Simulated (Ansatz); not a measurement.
System: RuC (model structure, started from the WC type, P-6m2, No. 187, 2 atoms in the cell). Method: LDA (PAW; Ansatz, a first-principles code).

Run with plane-wave cutoff 520 eV, 24×24×20 k mesh (along the axes of the cell as run), Fermi–Dirac smearing 0.05 eV, no spin polarisation, scalar-relativistic PAW data made under PBE.

Cell (relaxed at this level):

```
RuC
1.0
    2.87923     0.00000     0.00000
   -1.43962     2.49349     0.00000
    0.00000     0.00000     2.64002
Ru C
1 1
Direct
  0.00000   0.00000   0.00000
  0.66667   0.33333   0.50000
```

Problem. Estimate the bulk modulus B0 that the calculation returns.

Solution. 
* **bulk modulus B0**: 387 GPa

Note: the run has no spin polarisation, so it can have missed a magnetic state; the bulk modulus is −V dP/dV from two relaxed cells at ±2 % in volume; the relaxation could raise the start's symmetry but not lower it, so the cell can be a saddle point.

Static lattice: no zero-point or thermal effects.

A model structure was made by putting elements into a prototype or built by hand; it is no filed structure, need not be a known phase, and can be a saddle point held by its symmetry.
